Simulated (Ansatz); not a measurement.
**A computed series for ScAl3: pressure series**

Base system: ScAl$_{3}$ in the Cu3Au type structure (space group Pm-3m, No. 221; a = 4.105 Å).

Cell and atoms are relaxed at each pressure.

Method: Ansatz (a first-principles code), PBE, PAW, cutoff 420 eV, without spin-orbit coupling, earlier PAW set.

| P (GPa) | V (Å³/atom) |
|---|---|
| -2.01 | 17.727 |
| -1.01 | 17.507 |
| 2.99 | 16.750 |
| 6.99 | 16.133 |
| 14.98 | 15.160 |
| 30.00 | 13.861 |
| 49.98 | 12.679 |
| 74.98 | 11.641 |
| 100.00 | 10.871 |

A third-order Birch–Murnaghan fit to these points gives V₀ = 17.29 Å³/atom, B₀ = 89 GPa and B₀′ = 3.8. At pressure 100 GPa the volume is 62.9 % of V₀.

Load acts through the strain it causes; cell and atoms are relaxed under it. Whether these cells are dynamically stable was not tested. Competing high-pressure phases were not computed. The final runs are not spin-polarised.
